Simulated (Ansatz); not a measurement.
The parent structure is Ag in the fcc (Cu type) structure (space group Fm-3m, No. 225; a = 4.104 Å; relaxed with 0.1 eV smearing).

Calculations: r2SCAN, PAW, 500 eV (Ansatz, an electronic-structure program; spin-orbit coupling left out).

For the base:

The pressure comes out as 0.0 GPa.

The change: the cell is scaled by 1.0150 in all directions; the atoms relax in the strained cell.

**Question.** How does this affect the pressure?

**Answer.** The pressure goes from zero to -4.0 GPa.

**Question.** Estimate the effect on the energy relative to the base.

**Answer.** The energy grows by 10 meV/atom.

Stability against distortions was not tested.
